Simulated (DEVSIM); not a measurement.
Device: Schottky contact on n-type GaN, at 350 K.

Layer 1 from the left is GaN, thickness (μm) 0.600, Nd (cm⁻³) 1.7e15, τn (s) 2.1e-9, τp (s) 2.1e-9.

Left contact: Schottky, work function 5.11 eV, emission velocity 5.6e6 cm/s. Right contact: ohmic. Voltage is applied to the left contact. Recombination: SRH at mid-gap, Auger. Mobility is μmin + (μ − μmin)/(1 + (N/Nref)^α).

The device is made up for the run: typed textbook-type constants, with dimensions and the other settings drawn at random. Values at 300 K; Nc and Nv go as T^1.5, mobilities as T to minus their exponent, the gap by Varshni's rule with the affinity fixed.

GaN: gap (eV) 3.43, affinity (eV) 4.1, permittivity 9.5, Nc (cm⁻³) 2.3e18, Nv (cm⁻³) 4.6e19, μn (cm²/Vs) 1200, μp (cm²/Vs) 100, μn,min 55, μp,min 3, Nref,n 2e17, Nref,p 3e17, αn 1, αp 2, T exponent of μn 1.5, T exponent of μp 2, Cn (cm⁶/s) 1e-30, Cp (cm⁶/s) 1e-30, Varshni α (eV/K) 0.00091, Varshni β (K) 830.

DEVSIM, 1D drift-diffusion, Boltzmann statistics, complete ionisation; no tunnelling, impact ionisation, image-force lowering or self-heating. Metal contacts follow the ideal Schottky-Mott rule: no Fermi-level pinning, no interface dipoles.

Dark forward current:

| |V| (V) | |J| (A/cm²) |
|---|---|
| 0.05 | 2.474e-8 |
| 0.10 | 1.531e-7 |
| 0.15 | 8.193e-7 |
| 0.20 | 4.274e-6 |
| 0.25 | 2.216e-5 |
| 0.30 | 0.0001146 |
| 0.35 | 0.0005909 |
| 0.40 | 0.003037 |
| 0.45 | 0.01553 |
| 0.50 | 0.07881 |
| 0.55 | 0.3945 |
| 0.60 | 1.921 |
| 0.65 | 8.746 |
| 0.70 | 33.96 |
| 0.75 | 99.50 |
| 0.80 | 214.4 |
| 0.85 | 367.8 |
| 0.90 | 545.3 |
| 0.95 | 737.2 |
| 1.00 | 937.6 |
| 1.05 | 1143 |
| 1.10 | 1352 |
| 1.15 | 1562 |
| 1.20 | 1774 |
| 1.25 | 1987 |
| 1.30 | 2200 |

### Question
Work out the local ideality factor n = ΔV / (kT/q · ln(J2/J1)) between the rows 0.15 and 0.20 V, 1.25 and 1.30 V.

### Answer
kT/q = 30.16 mV. From 0.15 to 0.20 V: ln(4.274e-6/8.193e-7) = 1.652, n = 1.00, near the 1 of diffusion or emission over a barrier. From 1.25 to 1.30 V: ln(2200/1987) = 0.102, n = 16.28; the layers' resistance at their doping, Σ W/(qμN) = 0.00023 Ω cm², would take 50 mV of this step of 50 mV.

### Question
Estimate the current at 0.35 V for emission alone, J0 = q v N_band exp(−φB/kT), and read the barrier back from the simulated current.

### Answer
φB = 1.010 eV, N_band = 2.90e18 cm⁻³, J0 = 7.44e-9 A/cm²; J = J0 (exp(qV/kT) − 1) = 0.000815 A/cm². The simulation gives 0.000591 A/cm²; the estimate lies 38 % above. Read backwards, the simulated current gives an apparent barrier of 1.020 eV. The estimate leaves out transport through the depletion region and minority injection.
